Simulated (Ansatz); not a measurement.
For SnGe (model structure, started from the MnP type, Pnma, No. 62, 8 atoms in the cell), PBE (Ansatz, an electronic-structure program, plane waves, PAW) gives:

```
Quantity                            Result
---------------------------  -------------
equilibrium volume per atom  24.62 Å³/atom
formation enthalpy           0.149 eV/atom
```

What does PBE-D3(BJ) (plane waves, PAW; Ansatz) give for the same quantities?


- equilibrium volume per atom: 23.55 Å³/atom (decreases by 4.3 %)
- formation enthalpy: 0.130 eV/atom (shrinks by 0.019 eV/atom)

Changes are worked out from the printed values.

Unless a cell is named, each level is at its own relaxed cell (PBE 24.62, PBE-D3(BJ) 23.55 Å³/atom).

Levels without +SOC leave out spin–orbit coupling, which shifts energies and cells of such heavy elements.

Caveats: a distance lies near a switch of the dispersion term, which can move the cell (PBE-D3(BJ)). Ansatz's density-functional and Hartree–Fock values are scalar-relativistic unless marked +SOC, with PAW data made under PBE.

A model structure was made by putting elements into a prototype or built by hand; it is no filed structure, need not be a known phase, and can be a saddle point held by its symmetry.
